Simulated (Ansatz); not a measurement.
Band structure of TiGeSb (P4/nmm, 6 atoms in the cell).

```
TiGeSb
1.0
    3.66286     0.00000     0.00000
    0.00000     3.66286     0.00000
    0.00000     0.00000     8.17256
Ti Ge Sb
2 2 2
Direct
  0.00000   0.50000   0.75285
  0.50000   0.00000   0.24715
  0.00000   0.00000   0.00000
  0.50000   0.50000   0.00000
  0.00000   0.50000   0.38354
  0.50000   0.00000   0.61646
```

Method of the run: PBEsol, PAW files made with PBE (plane waves; Ansatz, a first-principles code).

Settings: basis.ecutwfc = 420 eV; kpoints.mp_grid.grid = 7 7 3; hamiltonian.xc = pbesol; hamiltonian.pseudopotentials = {kind: paw} (an earlier, softer set of the program's PAW files); scf.occupations.method = gaussian; scf.occupations.width = 0.136 eV; kpoints.band_path.npoints = 8.

The starting cell comes from a database of computed structures (which also holds hypothetical and non-ambient phases and stackings), without a prior relaxation at this level. Its lattice was rescaled by a random factor within 2.5 % of one. Spin-orbit coupling is off. Spin polarisation is off.

Levels in eV from the Fermi level, bands 37 to 44:
```csv
point,37,38,39,40,41,42,43,44
Γ,-1.28,-1.28,-1.11,0.28,0.54,0.54,0.91,1.30
X,-1.07,-1.07,-0.95,-0.95,-0.03,-0.03,1.83,1.83
M,-2.31,-2.31,-2.15,-2.15,-1.34,-1.34,2.03,2.03
Z,-1.40,-1.23,-1.17,0.45,0.83,1.10,1.10,1.17
R,-1.08,-1.08,-0.40,-0.40,0.31,0.31,1.91,1.91
A,-1.82,-1.82,-1.68,-1.68,-1.61,-1.61,1.80,1.80
```

Bands cross the Fermi level along this path, so the cell is metallic at this level.

Keys are those of Ansatz 0.2.
